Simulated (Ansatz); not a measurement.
O interstitial started as a split pair with O in beta Ga2O3 (the name describes the start): one set of geometries, relaxed with PBE, evaluated in Ansatz (PAW, plane waves to 420 eV, 500 eV under r2SCAN) with PBE, r2SCAN.

Cell and caveats: 120-site cell; 2×2×2 shifted k-points; start: split with O(2); charged states image-corrected; finite-size errors of tenths of an eV; flagged in the runs: a doubtful potential alignment, a host whose relaxation on this sampling wasn't shown to rest, a strain field that reaches the edge of the cell.

```json
[
 {"quantity": "host gap (eV)", "PBE": "2.01", "r2SCAN": "___"},
 {"quantity": "ε(+1/0) above the VBM (eV)", "PBE": "0.33", "r2SCAN": "___"},
 {"quantity": "largest moment on one atom at charge +1 (μB)", "PBE": "0.31", "r2SCAN": "___"},
 {"quantity": "neutral formation energy against O2 molecule in a box (eV)", "PBE": "2.22", "r2SCAN": "___"}
]
```

Task: Given the lower rungs, what does r2SCAN give?

Result: 
- host gap (eV), r2SCAN: 2.65
- ε(+1/0) above the VBM (eV), r2SCAN: 0.45
- largest moment on one atom at charge +1 (μB), r2SCAN: 0.36
- neutral formation energy against O2 molecule in a box (eV), r2SCAN: 1.90

Ansatz is a quantum-chemistry and plane-wave program.
